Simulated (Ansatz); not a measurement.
Consider a periodic stack without vacuum, cubic BaHfO3 (0 0 1) on zinc-blende InAs (0 0 1) (film strained to the substrate, started from cuts of the bulks and a machine-learned relaxation; slabs As6In5 and Ba2Hf3O8, which can lie off the formulas): substrate slab As6In5, film Ba2Hf3O8, surface cells [[1, 0], [1, 1]] and [[0, 1], [-1, 0]], film strained by +4.0 and +4.0 %, outermost planes As/As and HfO/HfO as cut, which need not be the usual terminations and can put a slab off its formula. Its start:

```yaml
crystal:
  lattice:
    - [4.37394, 0.00000, 0.01525]
    - [0.00000, 4.37394, 0.01476]
    - [-0.99309, 1.19054, 28.26199]
  atoms:
    - { symbol: As, position: [0.03749, 0.46501, 0.15461] }
    - { symbol: As, position: [0.50969, 0.00232, 0.04567] }
    - { symbol: As, position: [0.09057, 0.40503, 0.37265] }
    - { symbol: As, position: [0.56439, 0.93485, 0.26316] }
    - { symbol: As, position: [0.10193, 0.31015, 0.59417] }
    - { symbol: As, position: [0.60864, 0.86909, 0.48237] }
    - { symbol: In, position: [0.05199, 0.94891, 0.20767] }
    - { symbol: In, position: [0.52600, 0.48533, 0.09921] }
    - { symbol: In, position: [0.10099, 0.88919, 0.42805] }
    - { symbol: In, position: [0.57926, 0.41943, 0.31770] }
    - { symbol: In, position: [0.59210, 0.35306, 0.53769] }
    - { symbol: Ba, position: [0.12330, 0.75299, 0.73874] }
    - { symbol: Hf, position: [0.60384, 0.28721, 0.66625] }
    - { symbol: O, position: [0.09934, 0.25389, 0.66565] }
    - { symbol: O, position: [0.60703, 0.73832, 0.66889] }
    - { symbol: O, position: [0.60043, 0.22335, 0.73494] }
    - { symbol: Ba, position: [0.15353, 0.70518, 0.88702] }
    - { symbol: Hf, position: [0.63979, 0.23360, 0.80912] }
    - { symbol: O, position: [0.11393, 0.21987, 0.80644] }
    - { symbol: O, position: [0.62387, 0.70748, 0.80711] }
    - { symbol: O, position: [0.62635, 0.18229, 0.88034] }
    - { symbol: Hf, position: [0.66997, 0.19005, 0.95095] }
    - { symbol: O, position: [0.14023, 0.17596, 0.94850] }
    - { symbol: O, position: [0.65583, 0.66029, 0.94836] }
```

The start was prepared with a machine-learned potential, and the result is one local minimum, with the in-plane cell held and forces under 0.04 eV/Å; the film can end far from its bulk form.

These are PBE (plane waves to 420 eV, PAW; Ansatz, a program for electronic structure) values and carry that method's errors. Spin–orbit coupling is left out; PBE gaps are too small against experiment. Its k-point mesh 5×5×1, Fermi–Dirac width 0.05 eV.

### Question
Predict the relaxed interface.

### Answer
```
Item                                                                                                      Result
--------------------------------------------------------------------------------  ------------------------------
interface area                                                                                           19.1 Å²
period                                                                                                   28.22 Å
heights between the nearest atoms of the two slabs at the two interfaces                         1.86 and 2.87 Å
As–Hf contacts across the interfaces within 1.22 times the sum of covalent radii                  3, mean 3.02 Å
As–O contacts across the interfaces within 1.22 times the sum of covalent radii                   1, mean 1.98 Å
Hf–In contacts across the interfaces within 1.22 times the sum of covalent radii                  1, mean 3.32 Å
spin-polarised check at this geometry                                             keeps a moment, energy 0.00 eV
slope of the mean potential energy in the substrate                                               -5.2 MV/cm × e
```
